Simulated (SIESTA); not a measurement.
## A self-consistent single point of Lu (P6_3/mmc, 2 atoms in the cell) with SIESTA

Method: GGA PBE, numerical atomic orbitals DZP, PseudoDojo PBE standard norm-conserving potentials (rewritten from UPF to PSML) (SIESTA).

The input file:

```
# files in the folder: Lu.psml (PseudoDojo PBE standard)
SystemName  Lu
SystemLabel siesta

NumberOfAtoms                2
NumberOfSpecies              1
%block ChemicalSpeciesLabel
  1 71 Lu
%endblock ChemicalSpeciesLabel
LatticeConstant              1.0 Bohr
%block LatticeVectors
     3.290485615   -5.699287380    0.000000000
     3.290485615    5.699287380    0.000000000
     0.000000000    0.000000000   10.435540092
%endblock LatticeVectors
AtomicCoordinatesFormat      Ang
%block AtomicCoordinatesAndAtomicSpecies
     1.741250000    1.005311020    1.380562500  1
     1.741250000   -1.005311020    4.141687500  1
%endblock AtomicCoordinatesAndAtomicSpecies

XC.functional                GGA
XC.authors                   PBE
PAO.BasisSize                DZP
PAO.EnergyShift              0.01 Ry
MeshCutoff                   300 Ry
%block kgrid.MonkhorstPack
    8   0   0  0.0
    0   8   0  0.0
    0   0   4  0.0
%endblock kgrid.MonkhorstPack
OccupationFunction           MP
OccupationMPOrder            0
ElectronicTemperature        1160.45 K

MaxSCFIterations             150
SCF.Mixer.Method             Pulay
SCF.Mixer.Weight             0.2
SCF.Mixer.History            8
SCF.DM.Tolerance             1.0E-05
Diag.ParallelOverK           true
WriteForces                  true
```

The program printed (abridged):

```
reinit: Reading from file input.fdf

reinit: System Name: Lu
reinit: System Label: siesta

coor:   Atomic-coordinates input format  =     Cartesian coordinates
coor:                                          (in Angstroms)

siesta: Atomic coordinates (Bohr) and species
siesta:      3.29049   1.89976   2.60889  1        1
siesta:      3.29049  -1.89976   7.82666  1        2

siesta: System type = bulk

initatomlists: Number of atoms, orbitals, and projectors:      2    66    64

siesta: ******************** Simulation parameters ****************************
redata: Spin configuration                          = none
redata: Time-Reversal Symmetry                      = T
redata: Number of Atomic Species                    =        1
redata: Mesh Cutoff                                 =   300.0000 Ry
redata: Net charge of the system                    =     0.0000 |e|
redata: Min. number of SCF Iter                     =        0
redata: Max. number of SCF Iter                     =      150
redata: SCF convergence failure will abort job
redata: SCF mix quantity                            = Hamiltonian
redata: Mix DM or H after convergence               =   F
redata: Recompute H after scf cycle                 =   F
redata: Mix DM in first SCF step                    =   T
redata: No kicks to SCF
redata: DM Mixing Weight for Kicks                  =     0.5000
redata: Require Harris convergence for SCF          =   F
redata: Harris energy tolerance for SCF             =     0.000100 eV
redata: Require DM convergence for SCF              =   T
redata: DM tolerance for SCF                        =     0.000010
redata: Require EDM convergence for SCF             =   F
redata: EDM tolerance for SCF                       =     0.001000 eV
redata: Require H convergence for SCF               =   T
redata: Hamiltonian tolerance for SCF               =     0.001000 eV
redata: Require (free) Energy convergence for SCF   =   F
redata: (free) Energy tolerance for SCF             =     0.000100 eV
redata: Using DFT-D3 dispersion                     =   F
redata: Using Saved Data (generic)                  =   F
redata: Method of Calculation                       = Diagonalization
redata: Electronic Temperature                      =  1160.4500 K
redata: Number of TDED substeps                     =        3
redata: Dynamics option                             = Single-point calculation
redata: Save all siesta data in one NC              =   F
redata: ***********************************************************************

%block SCF.Mixers
  Pulay
%endblock SCF.Mixers

%block SCF.Mixer.Pulay
  # Mixing method
  method pulay
  variant stable

  # Mixing options
  weight 0.2000
  weight.linear 0.2000
  history 8
%endblock SCF.Mixer.Pulay

DM_history_depth set to one: no extrapolation allowed by default for geometry relaxation
Size of DM history Fstack: 1
Total number of electrons:    50.000000
Total ionic charge:    50.000000

* ProcessorY, Blocksize:    1  64

* Orbital distribution balance (max,min):    66    66

k-point displ. along   1 input, could be:     0.00    0.50
k-point displ. along   2 input, could be:     0.00    0.50
k-point displ. along   3 input, could be:     0.00    0.50
 Kpoints in:          160 . Kpoints trimmed:          150

siesta: k-grid: Number of k-points = 150
siesta: k-points from Monkhorst-Pack grid
siesta: k-cutoff (effective) =    11.045 Ang
siesta: k-point supercell and displacements
siesta: k-grid:     8     0     0      0.000
siesta: k-grid:     0     8     0      0.000
siesta: k-grid:     0     0     4      0.000

diag: Algorithm                                     = D&C
diag: Parallel over k                               =   F
diag: Use parallel 2D distribution                  =   F
diag: Parallel block-size                           = 64
diag: Parallel distribution                         =     1 x     1
diag: Used triangular part                          = Lower
diag: Absolute tolerance                            =  0.100E-15
diag: Orthogonalization factor                      =  0.100E-05
diag: Memory factor                                 =  1.0000

superc: Internal auxiliary supercell:     5 x     5 x     3  =      75
superc: Number of atoms, orbitals, and projectors:    150   4950   4800

                        Single-point calculation

superc: Internal auxiliary supercell:     5 x     5 x     3  =      75
superc: Number of atoms, orbitals, and projectors:    150   4950   4800

outcell: Unit cell vectors (Ang):
        1.741250   -3.015933    0.000000
        1.741250    3.015933    0.000000
        0.000000    0.000000    5.522250

outcell: Cell vector modules (Ang)   :    3.482500    3.482500    5.522250
outcell: Cell angles (23,13,12) (deg):     90.0000     90.0000    120.0000
outcell: Cell volume (Ang**3)        :     58.0001
new_DM -- step:     1
Initializing Density Matrix...

Attempting to read DM from file... Failed...
DM filled with atomic data:

InitMesh: MESH = 32 x 32 x 60 = 61440
InitMesh: Mesh cutoff (required, used) =   300.000   311.142 Ry

stepf: Methfessel-Paxton step function
       Using Hermite-Gauss polynomials of order  0

        iscf     Eharris(eV)        E_KS(eV)     FreeEng(eV)     dDmax    Ef(eV) dHmax(eV)
   scf:    1   -13398.356205   -13407.471431   -13407.486916  1.162602 -3.208861  7.867231
   scf:    2   -13410.870429   -13409.357934   -13409.373220  0.295733 -3.398824  3.945119
   scf:    3   -13410.139846   -13409.815859   -13409.831293  0.194020 -3.558539  0.961436
   scf:    4   -13409.670369   -13409.777783   -13409.793829  0.126364 -3.714436  1.467661
   scf:    5   -13409.875878   -13409.840085   -13409.855878  0.071820 -3.642833  0.003857
   scf:    6   -13409.839957   -13409.840035   -13409.855828  0.002195 -3.642692  0.042645
   scf:    7   -13409.840120   -13409.840095   -13409.855879  0.002566 -3.645051  0.008649
   scf:    8   -13409.840102   -13409.840099   -13409.855881  0.000368 -3.644917  0.001908
   scf:    9   -13409.840100   -13409.840099   -13409.855881  0.000084 -3.644841  0.000369
   scf:   10   -13409.840099   -13409.840099   -13409.855881  0.000013 -3.644844  0.000132
   scf:   11   -13409.840100   -13409.840100   -13409.855881  0.000010 -3.644835  0.000044

SCF Convergence by DM+H criterion
max |DM_out - DM_in|         :     0.0000097313
max |H_out - H_in|      (eV) :     0.0000440590
SCF cycle converged after 11 iterations

Using DM_out to compute the final energy and forces

siesta: E_KS(eV) =           -13409.8401

siesta: E_KS - E_eggbox =    -13409.8401

siesta: Atomic forces (eV/Ang):
     1    0.000000    0.000008    0.000000
     2    0.000000   -0.000008    0.000000
   Tot    0.000000   -0.000000    0.000000
   Max    0.000008
   Res    0.000005    sqrt( Sum f_i^2 / 3N )
   Max    0.000008    constrained

Stress tensor Voigt[x,y,z,yz,xz,xy] (kbar):      -27.18      -29.79       13.20        0.00       -0.00        0.00
(Free)E + p*V (eV/cell)   -13409.3278
Target enthalpy (eV/cell)   -13409.8559

siesta: Program's energy decomposition (eV):
siesta: Ebs     =      -845.291826
siesta: Eions   =     18475.000611
siesta: Ena     =      1585.353299
siesta: Ekin    =      8437.269717
siesta: Enl     =     -2990.891764
siesta: Eso     =         0.000000
siesta: Edftu   =         0.000000
siesta: DEna    =        55.644560
siesta: DUscf   =         1.143799
siesta: DUext   =         0.000000
siesta: Ex      =     -1914.062350
siesta: Ec      =      -109.296747
siesta: Exc     =     -2023.359098
siesta: Eharris =    -13409.840100
siesta: Etot    =    -13409.840100
siesta: FreeEng =    -13409.855881

siesta: Stress tensor (static) (eV/Ang**3):
siesta:    -0.016962    0.000000   -0.000000
siesta:     0.000000   -0.018596    0.000000
siesta:    -0.000000    0.000000    0.008242

siesta: Cell volume =         58.000118 Ang**3

siesta: Pressure (static):
siesta:                Solid            Molecule  Units
siesta:           0.00009917          0.00009917  Ry/Bohr**3
siesta:           0.00910516          0.00910507  eV/Ang**3
siesta:          14.58807827         14.58792459  kBar
```

The run converged in 11 iterations.

The starting cell has typed, rounded lattice constants, without a prior relaxation at this level. Its lattice was rescaled by up to half a per cent. Values carry the incompleteness of an atom-centred basis.
